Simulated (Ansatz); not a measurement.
# A computed series for hypothetical Pm-3n GaN: response to strain

Start from GaN (space group Pm-3n, No. 223; a hypothetical phase, not in the database extracts checked).

```xyz
12
Lattice="5.5714 0.0000 0.0000 0.0000 5.5714 0.0000 0.0000 0.0000 5.5714" Properties=species:S:1:pos:R:3 pbc="T T T"
Ga     1.3928     0.0000     2.7857
Ga     2.7857     1.3928     0.0000
Ga     2.7857     4.1785     0.0000
Ga     4.1785     0.0000     2.7857
Ga     0.0000     2.7857     4.1785
Ga     0.0000     2.7857     1.3928
N      1.3928     2.7857     0.0000
N      0.0000     1.3928     2.7857
N      0.0000     4.1785     2.7857
N      4.1785     2.7857     0.0000
N      2.7857     0.0000     4.1785
N      2.7857     0.0000     1.3928
```

Cartesian axes are those of the cell as printed.

Strains are applied to the cell and any free atomic positions relax; under biaxial strain the out-of-plane vector relaxes too; under stress the whole cell relaxes.

Levels (all Ansatz, a program for electronic structure, PAW): PBE (420 eV, without spin-orbit coupling); PBEsol (420 eV, no SOC).

The base cell above is that of PBE; each level relaxes its own structures.

Notes on the quantities. energy relative to the base: free energy F.

| case | energy relative to the base, PBE | energy relative to the base, PBEsol |
|---|---|---|
| biaxial strain −0.54 %, plane normal [001], relaxed out of plane | +0.8 meV/atom | +0.8 meV/atom |
| isotropic strain −3.26 % | +66 meV/atom | +70 meV/atom |
| isotropic strain +1.11 % | +6.5 meV/atom | +6.9 meV/atom |
| uniaxial stress, 3 GPa tension along x | +1.7 meV/atom | +1.5 meV/atom |

The two levels differ by at most about 3.5 meV/atom. They put the cases in the same order.

Stability under load was not tested beyond the relaxation.
